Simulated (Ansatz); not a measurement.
Faces of antifluorite Mg2Si in 1x1 cells, as slabs relaxed from ideal cuts; for each face the lowest of the symmetric, stoichiometric cuts and spin starts that were computed. The slabs keep the symmetry of their cuts; real faces may buckle, or reconstruct in larger cells. No spin-orbit coupling, no Hubbard U.

Computed with PBE (plane waves to 420 eV, PAW; Ansatz, a first-principles code).

```tsv
face	cell area (Å²)	outermost plane spacing of the ideal cut (Å)	γ unrelaxed (J/m²)	γ relaxed (J/m²)	ionisation potential, top face (eV)
(110)	28.63	2.25	0.87	(withheld)	(withheld)
(111)	17.53	0.92	0.64	(withheld)	(withheld)
(211)	49.59	1.30	1.11	1.02	3.86
```

Q: Some entries are withheld; supply them.

A: 
- (110), γ relaxed (J/m²): 0.79
- (110), ionisation potential, top face (eV): 3.90
- (111), γ relaxed (J/m²): 0.58
- (111), ionisation potential, top face (eV): 3.18
